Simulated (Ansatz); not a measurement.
Base system: HgS in the zinc blende structure (space group F-43m, No. 216; a = 5.8759 Å). Axes: x, y, z lie along the cube axes.

All numbers come from PBEsol (Ansatz, an electronic-structure program), scalar-relativistic without spin-orbit coupling.

Strains are applied to the cell and any free atomic positions relax; under biaxial strain the out-of-plane vector relaxes too.

One change was made to it. Results:

```tsv
quantity	base	after
pressure (mean of the normal stresses, compression positive)	0.0 GPa	-0.3 GPa
shortest interatomic distance	2.544 Å	2.548 Å
```

Which change produced these results?
(A) biaxial strain −0.83 %, plane normal [111], relaxed out of plane
(B) biaxial strain +0.42 %, plane normal [111], relaxed out of plane
(C) biaxial strain +2.50 %, plane normal [111], relaxed out of plane
(D) biaxial strain −1.67 %, plane normal [111], relaxed out of plane

B, biaxial strain +0.42 %, plane normal [111], relaxed out of plane. For comparison, the pressure in the other runs: biaxial strain +2.50 %, plane normal [111], relaxed out of plane gives -1.6 GPa; biaxial strain −1.67 %, plane normal [111], relaxed out of plane gives 1.0 GPa; biaxial strain −0.83 %, plane normal [111], relaxed out of plane gives 0.5 GPa.

The mesh was chosen for an insulator and is coarse for the gapless case. No phonon test of stability was made. All final runs are without spin polarisation.
